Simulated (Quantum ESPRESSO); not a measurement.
Quantum ESPRESSO run on KMgH3 (Pm-3m, 5 atoms in the cell): self-consistent single point.

Computed with LDA (PZ), GBRV 1.5 ultrasoft (LDA) pseudopotentials (plane waves; Quantum ESPRESSO).

The change in words: lattice scaled by 0.98. Reference geometry:
```
CELL_PARAMETERS angstrom
      3.98810     0.00000     0.00000
      0.00000     3.98810     0.00000
      0.00000     0.00000     3.98810
ATOMIC_POSITIONS crystal
  K  0.00000 0.00000 0.00000
  Mg 0.50000 0.50000 0.50000
  H  0.50000 0.00000 0.50000
  H  0.00000 0.50000 0.50000
  H  0.50000 0.50000 0.00000
```

Reference input (self-consistent single point, DFT, LDA (PZ), plane waves, GBRV 1.5 ultrasoft (LDA) pseudopotentials): ecutwfc = 40 Ry; ecutrho = 200 Ry; occupations = fixed; potentials = {K: k_lda_v1.4.uspp.F.UPF, Mg: mg_lda_v1.4.uspp.F.UPF, H: h_lda_v1.4.uspp.F.UPF}; K_POINTS = automatic 4 4 4 0 0 0; nbnd = 15; conv_thr = 1e-09 Ry; mixing_beta = 0.4. This run's input differs from it in these lines:

```diff
@@ -10,3 +10,3 @@
   ibrav = 1,
-  celldm(1) = 7.5364167576,
+  celldm(1) = 7.3856884225,
   nat = 5,
```

Output (repeated stretches shortened):

```
     Self-consistent Calculation

     iteration #  1     ecut=    40.00 Ry     beta= 0.40

     total energy              =    -185.54789181 Ry
     estimated scf accuracy    <       0.65413834 Ry

     iteration #  2     ecut=    40.00 Ry     beta= 0.40

     total energy              =    -185.56528204 Ry
     estimated scf accuracy    <       0.08481679 Ry

     iteration #  3     ecut=    40.00 Ry     beta= 0.40

     total energy              =    -185.58670758 Ry
     estimated scf accuracy    <       0.00268434 Ry

   [... 6 blocks of this kind left out ...]

     iteration # 10     ecut=    40.00 Ry     beta= 0.40

     total energy              =    -185.58863308 Ry
     estimated scf accuracy    <          1.3E-09 Ry

     iteration # 11     ecut=    40.00 Ry     beta= 0.40
     End of self-consistent calculation

     highest occupied, lowest unoccupied level (ev):     3.5678    5.9179

!    total energy              =    -185.58863308 Ry
     estimated scf accuracy    <          1.7E-10 Ry

     convergence has been achieved in  11 iterations

     Forces acting on atoms (cartesian axes, Ry/au):

     atom    1 type  1   force =     0.00000000    0.00000000    0.00000000
   [... zero for the other atoms too ...]

     Total force =     0.000000     Total SCF correction =     0.000000

          total   stress  (Ry/bohr**3)                   (kbar)     P=       -5.39
  -0.00003661   0.00000000   0.00000000           -5.39        0.00        0.00
   0.00000000  -0.00003661   0.00000000            0.00       -5.39        0.00
   0.00000000   0.00000000  -0.00003661            0.00        0.00       -5.39

   JOB DONE.
```

The run converged in 11 iterations. Against the reference run the free energy drops by 4.8 meV/atom, the pressure goes from -2.73 to -0.54 GPa and the gap on the mesh goes from 2.144 to 2.350 eV. The full log also holds: “c_bands:  1 eigenvalues not converged”.

The starting cell comes from a database of computed structures (which also holds hypothetical and non-ambient phases and stackings), without a prior relaxation at this level. For this run, on top of that: lattice scaled by 0.98.
